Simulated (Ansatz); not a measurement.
Start from TaAs (space group I4_1md, No. 109).

TaAs has the tetragonal space group I4₁md (No. 109), Pearson symbol tI8. Conventional cell: a = b = 3.442 Å, c = 11.714 Å, α = β = γ = 90.00°. Ta on 4a sees 6 As at 2.609–2.619 Å and 4 Ta at 3.397 Å. As on 4a has 6 Ta at 2.609–2.619 Å (trigonal prismatic). (Neighbours: up to the widest gap in distance over summed covalent radii, below 1.35, at either atom; cation-cation and far metal-metal contacts left out.)
(The calculation used a cell of 4 atoms; values per cell refer to that cell.)

All numbers come from r2SCAN/PAW in Ansatz (a first-principles code), no spin-orbit coupling, earlier PAW set.

One change was made to it. Results:

```tsv
quantity	base	after
density	12.25 g/cm³	12.39 g/cm³
c/a ratio	3.404	3.397
```

Q: What was done to the base?
A. pressure 9 GPa
B. pressure 0.9 GPa
C. pressure 2.1 GPa

A: C, pressure 2.1 GPa. For comparison, the density in the other runs: pressure 9 GPa gives 12.80 g/cm³; pressure 0.9 GPa gives 12.31 g/cm³.

Spin-orbit coupling, missing from the scalar runs, can matter with Ta. Load acts through the strain it causes; cell and atoms are relaxed under it. No phonon test of stability was made. Competing high-pressure phases were not computed. All final runs are without spin polarisation.
